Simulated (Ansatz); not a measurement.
Cr on the Al site (Cr_Al) in metastable zinc-blende AlN (start: the Al site; 64-site cell, 2×2×2 shifted sampling). Level of theory: PBE, PAW (plane waves to 420 eV; Ansatz, a quantum-chemistry and plane-wave program). Total energies of the localised charge states, counted from that of charge +1, and their image corrections (point charge with alignment); the host's valence-band maximum lies at 6.722 eV on the cells' energy zero and its gap is 3.31 eV.

```json
[
 {"charge": "+1", "moment (μB)": "2.0", "E − E(first) (eV)": "0.000", "correction (eV)": "0.384"},
 {"charge": "0", "moment (μB)": "3.0", "E − E(first) (eV)": "9.470", "correction (eV)": "0.000"},
 {"charge": "−1", "moment (μB)": "4.0", "E − E(first) (eV)": "19.092", "correction (eV)": "0.078"}
]
```

**Question.** Derive the transition levels above the valence-band maximum and say which of them are thermodynamic.

**Answer.** A level is the Fermi energy at which two charges have equal formation energy: ε(q/q′) = [E(q′) + corr(q′) − E(q) − corr(q)] / (q − q′) − E_VBM.
ε(+1/0) = [(9.470 + 0.000) − (0.000 + 0.384)] / 1 − 6.722 = 2.36 eV
ε(0/−1) = [(19.092 + 0.078) − (9.470 + 0.000)] / 1 − 6.722 = 2.98 eV
Thermodynamic levels at least 0.1 eV inside the gap: (+1/0) at 2.36 eV; (0/−1) at 2.98 eV. They hold to tenths of an eV in this cell. Only the charges listed were compared.
